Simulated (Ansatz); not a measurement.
Data:

```
CELL_PARAMETERS angstrom
      7.50826     0.00000     0.00000
      0.00000     4.34186     0.00000
     -2.47607     0.00000    10.03631
ATOMIC_POSITIONS crystal
  Bi 0.40401 0.00000 0.18760
  Bi 0.89172 0.50000 0.19733
  Bi 0.59599 0.00000 0.81240
  Bi 0.10828 0.50000 0.80267
  Te 0.00000 0.00000 0.00000
  Se 0.50000 0.50000 0.00000
  Te 0.21156 0.00000 0.62559
  Te 0.71082 0.50000 0.63949
  Te 0.78844 0.00000 0.37441
  Te 0.28918 0.50000 0.36051
```

No spin polarisation.

Level of theory: DFT with PBE-D3(BJ), PAW potentials and a 420 eV plane-wave cutoff in Ansatz (a first-principles code), no spin-orbit coupling. Settings: 5×8×4 k-points, 0.05 eV Fermi–Dirac smearing.

What is the computed band gap?

0.14 eV.

What is the computed valence-band top at Γ (three highest levels, from the VBM)?

0.00, -0.84, -0.94 eV.

What gap character (in this cell's own zone, which can be folded) does the calculation give?

Direct at Γ.

These are small ordered cells, not random alloys; other orderings at the same x differ. Spin-orbit coupling, missing from the scalar runs, can matter with Bi and Te. Whether these cells are dynamically stable was not tested. The cell was made from Bi2Te3 by this change: x(Se) = 0.167, 10 atoms, P2/m. A zero or small gap of Bi4Te5Se can be the functional's error rather than a property of the material.
